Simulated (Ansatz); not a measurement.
Start from MgS in the rock salt structure (space group Fm-3m, No. 225; a = 5.129 Å). Axes: x, y, z lie along the cube axes.

The values are results of LDA/PAW in Ansatz (a first-principles code), no spin-orbit coupling, not measurements.

Base values:

* **Valley order**: X along ⟨100⟩ 2.65 eV; Γ 3.83 eV

Now apply this change: compressive biaxial strain of 2.00 % in the plane normal to [001], as in epitaxy on a mismatched substrate; the out-of-plane cell vector and the atoms relax.

What does the calculation give for the energy relative to the base, valley order and ratio −ε⊥/ε∥ after the change?

The energy increases by 8.4 meV/atom; the valley order (the lowest conduction-band minima on the path, energy above the VBM, named in the base's zone) changes from X along ⟨100⟩ 2.65 eV; Γ 3.83 eV to X along [100] 2.57 eV; X along [001] 2.76 eV; Γ 3.99 eV; the ratio −ε⊥/ε∥ comes out as 0.54.

The levels and masses belong to the bands next to the band gap. Whether these cells are dynamically stable was not tested.
